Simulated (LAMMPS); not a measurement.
LAMMPS 22 Jul 2025, classical MD, Stillinger-Weber (Si.sw): Si, 32768 atoms.

```text
units metal
atom_style atomic
read_data unit.data
replicate 16 16 16
pair_style sw
pair_coeff * * Si.sw Si
change_box all z delta 0.0 $(2*lz) units box
velocity all create 1600 4928 dist gaussian loop geom
fix 1 all nve
fix 2 all langevin 800 800 0.04 9876 zero yes
timestep 0.001
thermo 100
run 300
reset_timestep 0
write_restart start.rst
```

```text
read_restart start.rst
pair_style sw
pair_coeff * * Si.sw Si
neighbor 2.0 bin
neigh_modify every 1 delay 0 check yes
fix 1 all nve
timestep 0.001
thermo_style custom step temp pe etotal press
thermo_modify format float %.10g
thermo 100
group probe id 1:48
dump probe probe custom 1000000 forces.txt id fx fy fz
dump_modify probe sort id format float %.8g
run 2000
```

box: 86.9 × 86.9 × 260.7 Å, the slab in its lowest third along z, the rest vacuum.

start: generated diamond lattice, warmed in an untimed run.

Compared values: energy and forces of the first step, drift over the run.

Machine: one whole node, AMD EPYC (Zen 5), 96 cores on 1 socket, no SMT, 12 L3 cache groups.

Wall times, medians of two to five repeats, each run alone on the node (launch to exit). Processes are pinned to neighbouring cores unless said otherwise. The times hold for this build (conda-forge: Open MPI, OPENMP and OPT packages, FFTW). Scratch files lie in a memory file system. A preparatory run goes ahead and isn't timed.

Started as
```bash
# ahead of the timed run: OMP_NUM_THREADS=1 mpirun -np 48 lmp -in in.warm -log none -nocite
OMP_NUM_THREADS=1 mpirun -np 64 lmp -in in.lmp -log log.lammps -nocite
```
(64 ranks, balance = none (default)) it takes 3.5 s and 30 neighbour list builds.

Problem. How long does it take after this change: balance = balance 1.05 shift xyz 20 1.02?

Solution. About 1.7 s (3 runs within 1 %): 2.0× as fast. The largest move is in other (Other): 1.4 s to 0.029 s. The slowest rank's pair time is 3.09 times the mean in the first run and 1.04 times in the second; the others wait. Change in the result: energy equal as printed, forces on 48 atoms equal as printed, drift of the total energy equal as printed.
